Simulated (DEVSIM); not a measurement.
Device: abrupt Si p-n junction, at 250 K.

```csv
layer (left to right),material,thickness (μm),Nd (cm⁻³),Na (cm⁻³),τn (s),τp (s)
1,Si,20.0,-,3.5e15,2.4e-7,2.4e-7
2,Si,1.80,1.5e14,-,2.4e-7,2.4e-7
```

Left contact: ohmic. Right contact: ohmic. Voltage is applied to the left contact. Recombination: SRH at mid-gap, radiative, Auger. Gap narrowing is on: ΔEg = 6.92 meV × (l + √(l² + 0.5)), l = ln(N/1.3e17 cm⁻³), shared equally by both band edges. Mobility is constant in doping. Where it depends on doping, it is μmin + (μ − μmin)/(1 + (N/Nref)^α).

This is a model device: material constants are rounded textbook-type values typed into the input, and sizes, dopings and lifetimes were drawn at random. Values at 300 K; Nc and Nv go as T^1.5, mobilities as T to minus their exponent, the gap by Varshni's rule with the affinity fixed. The table also holds parameters that only a changed run uses.

| parameter | Si |
|---|---|
| gap (eV) | 1.124 |
| affinity (eV) | 4.05 |
| permittivity | 11.7 |
| Nc (cm⁻³) | 2.86e19 |
| Nv (cm⁻³) | 3.1e19 |
| μn (cm²/Vs) | 1417 |
| μp (cm²/Vs) | 470 |
| μn,min | 52 |
| μp,min | 45 |
| Nref,n | 9.7e16 |
| Nref,p | 2.2e17 |
| αn | 0.68 |
| αp | 0.72 |
| T exponent of μn | 2.3 |
| T exponent of μp | 2.2 |
| B (cm³/s) | 4.7e-15 |
| Cn (cm⁶/s) | 2.8e-31 |
| Cp (cm⁶/s) | 9.9e-32 |
| Varshni α (eV/K) | 0.000473 |
| Varshni β (K) | 636 |

DEVSIM, 1D drift-diffusion, Boltzmann statistics, complete ionisation; no tunnelling, impact ionisation, image-force lowering or self-heating.

Base results: dark forward voltage at 1 A/cm² (V) 0.610; dark forward voltage at 100 A/cm² (V) 1.019; largest field in the device at zero bias (V/cm) 5800; potential step across the device at zero bias (V) 0.690.

### Question
What follows from this one change: thickness of layer 1 20 → 7 μm?

### Answer
dark forward voltage at 1 A/cm² 0.610 → 0.605 V; dark forward voltage at 100 A/cm² 1.019 → 0.855 V; largest field in the device at zero bias little changed (5800 V/cm); potential step across the device at zero bias little changed (0.690 V).

### Question
What follows from this one change: thickness of layer 2 1.8 → 9 μm?

### Answer
dark forward voltage at 1 A/cm² 0.610 → 0.657 V; dark forward voltage at 100 A/cm² 1.019 → 1.024 V; largest field in the device at zero bias little changed (5600 V/cm); potential step across the device at zero bias little changed (0.690 V).

### Question
What follows from this one change: minority lifetime in layer 1 2.4e-07 → 7.2e-09 s?

### Answer
dark forward voltage at 1 A/cm² little changed (0.609 V); dark forward voltage at 100 A/cm² 1.019 → 1.031 V; largest field in the device at zero bias little changed (5800 V/cm); potential step across the device at zero bias little changed (0.690 V).

### Question
What follows from this one change: doping Na of layer 1 3.5e+15 → 1e+15 cm^-3?

### Answer
dark forward voltage at 1 A/cm² 0.610 → 0.624 V; dark forward voltage at 100 A/cm² 1.019 → 1.229 V; largest field in the device at zero bias 5800 → 5200 V/cm; potential step across the device at zero bias 0.690 → 0.663 V.

### Question
What follows from this one change: doping-dependent mobility in place of the constant one?

### Answer
dark forward voltage at 1 A/cm² little changed (0.610 V); dark forward voltage at 100 A/cm² 1.019 → 1.033 V; largest field in the device at zero bias little changed (5800 V/cm); potential step across the device at zero bias little changed (0.690 V).
